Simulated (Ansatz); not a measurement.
**KBr in the rock salt structure (space group Fm-3m, No. 225)**

```xyz
2
Lattice="0.0000 3.3044 3.3044 3.3044 0.0000 3.3044 3.3044 3.3044 0.0000" Properties=species:S:1:pos:R:3 pbc="T T T"
K      0.0000     0.0000     0.0000
Br     3.3044     3.3044     3.3044
```

Method: r2SCAN/PAW in Ansatz (a quantum-chemistry and plane-wave program), no SOC. Settings: 9×9×9 k-points, 0.05 eV Fermi–Dirac smearing.

| Item | Result |
|---|---|
| Volume per atom | 36.08 Å³ |
| Density | 2.74 g/cm³ |
| Band gap | 5.07 eV, direct at Γ |
| Electron mass | 0.39 mₑ |
| Lowest conduction-band minima above the VBM | Γ 5.07 eV; X along ⟨100⟩ 6.36 eV |
| Total energy | -2169.657 eV/atom (σ→0; compares only within this code and set-up) |

Masses are band curvatures over ±0.01 Å⁻¹ around the edge. Stability against distortions was not tested.
